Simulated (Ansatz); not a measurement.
Start from GaP in the zinc blende structure (space group F-43m, No. 216; a = 5.5060 Å).

Perturbation: hydrostatic tension (pressure −2 GPa).

Levels (all Ansatz, an electronic-structure program, PAW): PBE (420 eV, scalar-relativistic without spin-orbit coupling); r2SCAN (500 eV, no SOC); HSE06 (420 eV, no spin-orbit coupling); PBE+SOC (420 eV, noncollinear with spin-orbit coupling).

One geometry, relaxed with PBE, under each level:

Notes on the quantities. hole mass: degenerate bands, along [100].

The valence-band top lists the three highest levels at Γ (Kramers pairs under SOC), from the VBM.

| level | band gap | lowest conduction level above the VBM at special points | valence-band top at Γ | electron mass | hole mass | pressure |
|---|---|---|---|---|---|---|
| PBE | 1.36 eV | Γ 1.36 eV; L 1.50 eV; X 1.77 eV; K 2.23 eV | 0.00, 0.00, 0.00 eV | 0.088 mₑ (at Γ) | 0.086, 0.41, 0.41 mₑ (at Γ) | -1.99 GPa |
| r2SCAN | 1.85 eV | Γ 1.86 eV; L 1.85 eV; X 2.02 eV; K 2.51 eV | – | 1.7 mₑ along k, 0.14 mₑ across (at L) | 0.10, 0.39, 0.39 mₑ (at Γ) | -4.45 GPa |
| HSE06 | 2.28 eV | Γ 2.28 eV; L 2.31 eV; X 2.40 eV | – | – | – | – |
| PBE+SOC | 1.33 eV | Γ 1.33 eV; L 1.47 eV; X 1.74 eV; K 2.20 eV | 0.00, 0.00, -0.08 eV | 0.088 mₑ (at Γ) | 0.12, 0.40 mₑ (at Γ) | -2.00 GPa |

Single points use the geometry relaxed with PBE. Their cutoffs differ, which shifts pressures a little. The spin-orbit shifts are approximate. Load acts through the strain it causes; cell and atoms are relaxed under it. Masses are band curvatures over ±0.01 Å⁻¹ around the edge. Along k means along the line from Γ to the band edge. Whether these cells are dynamically stable was not tested.
